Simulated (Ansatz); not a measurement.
# SbO₂ (space group C2/c, No. 15)

```cif
data_O16Sb8
_chemical_formula_sum 'Sb8 O16'
_space_group_name_H-M_alt 'C2/c'
_space_group_IT_number 15
_space_group_name_Hall '-C 2yc'
_cell_length_a 12.06711
_cell_length_b 4.86984
_cell_length_c 5.40743
_cell_angle_alpha 90.000
_cell_angle_beta 104.722
_cell_angle_gamma 90.000
loop_
_atom_site_label
_atom_site_type_symbol
_atom_site_symmetry_multiplicity
_atom_site_Wyckoff_symbol
_atom_site_fract_x
_atom_site_fract_y
_atom_site_fract_z
_atom_site_occupancy
Sb1 Sb 4 e 0.00000 0.71940 0.25000 1
Sb2 Sb 4 d 0.25000 0.25000 0.50000 1
O1 O 8 f 0.09358 0.41292 0.46739 1
O2 O 8 f 0.18831 0.05273 0.17221 1
```
(The calculation used a cell of 12 atoms; values per cell refer to that cell.)

Level of theory: PBEsol (Ansatz, a program for electronic structure), no SOC. k-mesh 6×6×5 (Γ-centred); smearing 0.05 eV (Fermi–Dirac).

Volume per atom: 12.81 Å³
Density: 6.65 g/cm³
Band gap: 2.29 eV (uncertain: the edges found on the path are not clean extrema)
Total energy: -2509.630 eV/atom (σ→0; compares only within this code and set-up)

With Sb present, leaving out spin-orbit coupling can change the band edges. Stability against distortions was not tested.
